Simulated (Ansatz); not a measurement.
SrTiO$_{3}$ (Pm-3m), r2SCAN, rigid bands (Ansatz, an electronic-structure program): Condition of this run: functional r2SCAN on the same cell. band gap 2.29 eV, N_c = 8.73e19 cm⁻³ and N_v = 2.95e20 cm⁻³ at 300 K, conductivity masses of 0.678 mₑ (electrons) and 1.79 mₑ (holes). Take k_BT = 0.02585 eV.

Problem. What thermal injection velocity √(2k_BT/πm) limits a ballistic channel?

Solution. 6.53e6 cm/s for electrons and 4.02e6 cm/s for holes, a ratio of √(m_h/m_e) = 1.62, for dilute carriers.

Problem. What built-in voltage has an abrupt junction with N_A = 1e16 and N_D = 1e18 cm⁻³, all dopants ionised?

Solution. V_bi = E_g/e − (k_BT/e) ln(N_c N_v/(N_A N_D)) = 2.29 − 0.02585 × 14.76 = 1.91 V. It follows the computed gap one for one.

Problem. A film of it is 8 nm thick. Estimate the confinement energies in an infinite well.

Solution. ħ²π²/(2m t²) = 0.376 eV·nm²/(m/mₑ × t²) gives 8.67 meV for electrons and 3.28 meV for holes, so the gap would widen to about 2.30 eV. Finite barriers and nonparabolic bands lower this, and with several valleys or bands the heaviest mass along the normal sets the lowest level, not this average.

Rigid, parabolic bands with the computed gap; masses take one relaxation time for all states. Spin-orbit coupling is left out; where it splits the top of the valence band, N_v and the p-type Seebeck coefficient come out somewhat high without it. Geometry: cell and atoms relaxed with PBEsol.
